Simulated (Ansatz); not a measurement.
Start from BAs in the zinc blende structure (space group F-43m, No. 216; a = 4.768 Å).

The change: a negative pressure, −1 GPa.

Levels (all Ansatz, a quantum-chemistry and plane-wave program, PAW): PBEsol (420 eV, scalar-relativistic without spin-orbit coupling); HSE06 (420 eV, no spin-orbit coupling).

The geometry is relaxed with PBEsol.

| Property | Value |
|---|---|
| PBEsol lowest conduction level above the VBM at special points | X 1.32 eV; U 1.95 eV; K 1.95 eV; Γ 3.24 eV |

With HSE06 at the same geometry, the lowest conduction level above the VBM at special points goes from X 1.32 eV; U 1.95 eV; K 1.95 eV; Γ 3.24 eV to X 2.07 eV; U 2.75 eV; K 2.75 eV; Γ 4.11 eV.

Single points use the geometry relaxed with PBEsol. HSE06 was sampled on its mesh, a few special points and the semilocal edge points, so its gap is an upper bound. The levels and masses belong to the bands next to the band gap. Load acts through the strain it causes; cell and atoms are relaxed under it. Whether these cells are dynamically stable was not tested.
